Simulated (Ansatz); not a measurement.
# TiO2, pressure series

Start from TiO2 in the rutile structure (space group P4_2/mnm, No. 136).

Space group P4₂/mnm (No. 136); a = b = 4.5912 Å, c = 2.9391 Å, α = β = γ = 90.00°

```tsv
atom	site	symmetry	x	y	z
Ti	2a	m.mm	0.0000	0.0000	0.0000
O	4f	m.2m	0.3044	0.3044	0.0000
```

Cell and atoms are relaxed at each pressure.

Level of theory: PBEsol (Ansatz, a program for electronic structure; PAW; 420 eV plane waves; no spin-orbit coupling).

Candidates:
(a) pressure 30 GPa
(b) pressure 7 GPa
(c) pressure 75 GPa

Before the change:

```
Quantity   Result
--------  -------
Band gap  1.87 eV
```

### Question
Order them by band gap, lowest first.

### Answer
(b) pressure 7 GPa (1.89 eV), (a) pressure 30 GPa (2.00 eV), (c) pressure 75 GPa (2.21 eV)

Load acts through the strain it causes; cell and atoms are relaxed under it. Whether these cells are dynamically stable was not tested. Competing high-pressure phases were not computed. The final runs are not spin-polarised.
